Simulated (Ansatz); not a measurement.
An Ansatz (a program for electronic structure) run: Y with a change (uniaxial stress, 0.5 GPa compression along z); r2SCAN (Ansatz), scalar-relativistic without spin-orbit coupling, earlier PAW set.

Input:

Ansatz 0.2 input:
```yaml
crystal:
  lattice:
    - [3.6808577532, 0, 0]
    - [-1.8404288766, 3.187716322, 0]
    - [0, 0, 5.7213180559]
  atoms:
    - { symbol: Y, position: [0.3333333333, 0.6666666667, 0.75] }
    - { symbol: Y, position: [0.6666666667, 0.3333333333, 0.25] }
basis: { ecutwfc: 500, ecutrho_ratio: 4, xc_grid: 4, fft_grid_basis: typed }
kpoints: { mp_grid: { grid: [18, 18, 10] } }
hamiltonian:
  xc: r2scan
  dispersion: none
  pseudopotentials: { azcp: { folder: ./paw }, kind: paw }
scf: { occupations: { method: fermi_dirac, width: 0.1 } }
relax: { f_tol: 0.005, max_steps: 50, cell: { stress_tol: 0.01, sigma_target: [0, 0, 0.5, 0, 0, 0] } }
output: { forces: true, stress: true }
checkpoint: { write: state.ck, write_every: 1000 }
```

Output (explanatory and most iteration lines left out):

```
Relaxation: its limit of steps is 50 (relax.max_steps)
Pseudopotential: Y, paw, valence charge 11
Crystal: 2 atoms, lattice volume = 67.131 Å³
Basis set: ecut = 500 eV, 1701 PW (Γ), exchange–correlation on 108×108×180 points (64 copies of the dense FFT grid, shifted against one another)
Bands: 15, of which v1, the nominal top of the filled ones, is band 11 counted from 1 (10 counted from 0)
Symmetry: 24 space group operations
Space group: P63/mmc (ITA 194), of the structure as read, at distance tolerance 4.1e-5 Å
k-points: 222 of 3240
Functional: x = r2scan, c = r2scan; τ floored in thin density (d = 2e-4 eV/Å³)
SCF iter   1: F=—  HF=-7719.444994 eV  |F-HF|=—  |Δ(HF+E_count)|=         —  Δρ=1.65e-2  dr2=2.62e-1  dr2_τ=3.36e-3  ethr=1.21e-3  ⟨swp⟩=1.0  Hψ=19777  notcnv=0
SCF iter   2: F=—  HF=-7719.526779 eV  |F-HF|=—  |Δ(HF+E_count)|=   8.18e-2  Δρ=1.12e-2  dr2=1.22e-1  dr2_τ=1.38e-3  ethr=1.19e-3  ⟨swp⟩=3.0  Hψ=5857  notcnv=0
SCF 1 converged in 7 iterations: F = -7719.514052 eV  dr2 = 2.81e-8
relax step   1: F+E_penalty+E_count = -7719.51405189 eV  Δ(F+E_penalty+E_count) = +0.000e0 eV  max|allowed force component| = 1.503e-17 eV/Å  Δτ_max = 0.0000 Å  P = +0.002 GPa  Ω = 67.131 Å³  (7 SCF iters, dr2 threshold 1.00e-7 eV, accepted)
[... steps on the carried basis left out ...]
relax step   5: F+E_penalty+E_count = -7719.51328396 eV  Δ(F+E_penalty+E_count) = +3.868e-5 eV  max|allowed force component| = 3.816e-17 eV/Å  Δτ_max = 0.0000 Å  P = +0.168 GPa  Ω = 66.828 Å³  stress off target by 2.10e-3 GPa  SCF on the basis re-selected at this cell (its energy is not comparable with the rows above)  (5 SCF iters)
SCF converged after 5 iterations
Free energy (F): -7719.513284 eV
Internal energy: -7719.399053 eV  (E = F + TS)
E sigma→0 (E₀):  -7719.456168 eV
Entropy (-TS):   -0.114231 eV (-57.116 meV/atom)
Fermi energy:    9.209603 eV
--- Forces (eV/Å), atoms counted from 1 ---
  atom   1  Y      0.00000000    -0.00000000     0.00000000
  atom   2  Y     -0.00000000     0.00000000     0.00000000
--- Stress (GPa, compression-positive) ---
        0.002105      -0.000000       0.000000
       -0.000000       0.002105       0.000000
        0.000000       0.000000       0.500122
  P = ⅓ Tr σ = 0.1681 GPa (1.681 kbar)
--- Relaxed structure (4 steps of the walk, 4 accepted, 1 SCFs on fresh bases) ---
  cell:  # Å, volume = 66.8282 Å³
    - [3.686071992136728, 2.9071225442374737e-34, -4.0699715619324625e-34]
    - [-1.843035996068364, 3.19223198536872, 2.0349857809662312e-34]
    - [-5.874267891808579e-34, 0.0, 5.679387867974487]
  atoms:
    - { symbol: Y, position: [0.3333333333333333, 0.6666666666666666, 0.7500000000000001] }
    - { symbol: Y, position: [0.6666666666666666, 0.3333333333333333, 0.25] }
```

Load acts through the strain it causes; cell and atoms are relaxed under it. sigma_target is in GPa, compression positive, in the order xx, yy, zz, yz, xz, xy. Beyond what the load breaks, stability against distortions was not tested. The final runs are not spin-polarised. The cell was made from Y in the hcp (Mg type) structure (space group P6_3/mmc, No. 194) by this change: uniaxial stress, 0.5 GPa compression along z.
